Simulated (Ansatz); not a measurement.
The parent structure is PbS in the rock salt structure (space group Fm-3m, No. 225; a = 5.9027 Å).

Method: PBEsol, PAW, 420 eV (Ansatz, a program for electronic structure; spin-orbit coupling left out).

Before the change:

- Pressure = 0.00 GPa

Modification: the cell is scaled by 0.9700 in all directions, atoms relaxed at fixed cell.

**Question.** Estimate the effect on the pressure and energy relative to the base.

**Answer.** The pressure goes from zero to 6.58 GPa; the energy goes up by 43 meV/atom.

The cells carry an imposed strain or load. Stability against distortions was not tested.
